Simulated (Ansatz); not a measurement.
Take MgO in the rock salt structure (space group Fm-3m, No. 225; a = 4.159 Å) as the base.

Method: LDA/PAW in Ansatz (a first-principles code), no spin-orbit coupling.

Base values:

| Quantity | Value |
|---|---|
| Hole mass | 0.40, 2.0, 2.0 mₑ (at Γ) |

Now apply this change: an isotropic linear strain of +1.50 %; the atoms relax in the strained cell.

Task: How does this affect the energy relative to the base?

Result: The energy goes up by 9.4 meV/atom.

Task: Estimate the effect on the mean gap deformation potential ΔEg/Δln V.

Result: The mean gap deformation potential ΔEg/Δln V is -9.9 eV.

Task: Estimate the effect on the hole mass.

Result: The hole mass (degenerate bands, along [100]) goes from 0.40, 2.0, 2.0 mₑ (at Γ) to 0.38, 2.1, 2.1 mₑ (at Γ).

Masses are band curvatures over ±0.01 Å⁻¹ around the edge. Whether these cells are dynamically stable was not tested.
